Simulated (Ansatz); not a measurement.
**Rh with two functionals, Rh → Pd**

The reference is Rh in the fcc (Cu type) structure (space group Fm-3m, No. 225; a = 3.8303 Å).

(Cell as relaxed with PBE.)

Levels (all Ansatz, a program for electronic structure, PAW, earlier PAW set): PBE (420 eV, no SOC); PBEsol (420 eV, no spin-orbit coupling).

Each level relaxes its own structure.

```json
[
 {"base": "volume per atom", "PBE": "14.05 Å³", "PBEsol": "13.50 Å³"},
 {"base": "lattice parameter a", "PBE": "3.830 Å", "PBEsol": "3.780 Å"},
 {"base": "band gap", "PBE": "zero", "PBEsol": "zero"}
]
```

It is then changed as follows: Pd takes the place of Rh on all its sites, then cell and atoms are relaxed.

```csv
quantity,PBE,PBEsol
volume per atom,15.32 Å³,[?]
band gap,zero,[?]
```

What does PBEsol give?


- volume per atom, PBEsol: 14.55 Å³
- band gap, PBEsol: zero

PBE's volume per atom lies 0.77 Å³ above PBEsol's (5.3 %); the two agree on the band gap. Neither level is exact; PBEsol is the comparison here, not a measurement.

Stability against distortions was not tested. The final runs are not spin-polarised. Pd lies near a magnetic instability that expansion can trigger; it was not tested.
